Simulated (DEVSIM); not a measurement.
System: abrupt GaAs n-p junction, at 300 K.

Layer 1 from the left is GaAs, thickness (μm) 0.170, Nd (cm⁻³) 1.6e16, τn (s) 4.2e-8, τp (s) 4.2e-8. Layer 2 from the left is GaAs, thickness (μm) 0.400, Na (cm⁻³) 3e14, τn (s) 4.2e-8, τp (s) 4.2e-8.

Left contact: ohmic. Right contact: ohmic. Voltage is applied to the left contact. Recombination: SRH at mid-gap, Auger. Mobility is μmin + (μ − μmin)/(1 + (N/Nref)^α).

Constants are typed, rounded textbook-type inputs, not results; the design itself was drawn at random and stands for no fabricated device. Values at 300 K.

GaAs: gap (eV) 1.424, affinity (eV) 4.07, permittivity 12.9, Nc (cm⁻³) 4.7e17, Nv (cm⁻³) 9e18, μn (cm²/Vs) 8500, μp (cm²/Vs) 400, μn,min 500, μp,min 20, Nref,n 6e16, Nref,p 1.5e17, αn 0.39, αp 0.38, Cn (cm⁶/s) 1e-30, Cp (cm⁶/s) 1e-30.

Simulated with DEVSIM: 1D drift-diffusion, Boltzmann statistics, complete ionisation; no tunnelling, impact ionisation, image-force lowering or self-heating.

Task: What does the simulation give for the dark forward voltage at 1 A/cm², the largest field in the device at zero bias, the dark forward voltage at 100 A/cm²?

Result: dark forward voltage at 1 A/cm² 0.769 V; largest field in the device at zero bias 24000 V/cm; dark forward voltage at 100 A/cm² 0.911 V.
